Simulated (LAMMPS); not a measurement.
MD of HfO2 (fluorite) at zero pressure, 324 atoms, as a crystal; each row is its own run.

Method: classical MD, Buckingham potential of Lewis and Catlow, J. Phys. C 18, 1149 (1985), first set, used with rigid ions (no shells), PPPM sums, short-range terms cut at 10 Å, modified for these runs by an r^-4 repulsive force inside the short-range force's maximum; code LAMMPS.

```
T (K)  enthalpy (eV/atom)
-----  ------------------
200               -36.910
300               -36.884
1370              -36.600
1830              -36.474
2290              -36.349
3200              -36.092
3660              -35.958
```

Problem. Fit a straight line, y = a + b x, to these rows (x is the first column, y the second) and predict the run at x = 2740.

Solution. Least squares gives a = -36.970 and b = 0.0002743. At x = 2740 the fit predicts -36.219 eV/atom. The run itself gave -36.218 ± 0.002 eV/atom, so the fit is 1 meV/atom low, within the run's error.

Caution: the potential ionic pair potential lewis1985a is fitted to static crystal properties with a polarisable anion, which is rigid here.

Caution: in nature this polymorph isn't the stable one over the whole range of temperature at this pressure, and short runs keep a crystal in its starting form.

Caution (rows 1370; 1830; 2290; 2740; 3200; 3660): a run this short can hold a crystal over, or a liquid under, the potential's own melting point, which these runs don't give.
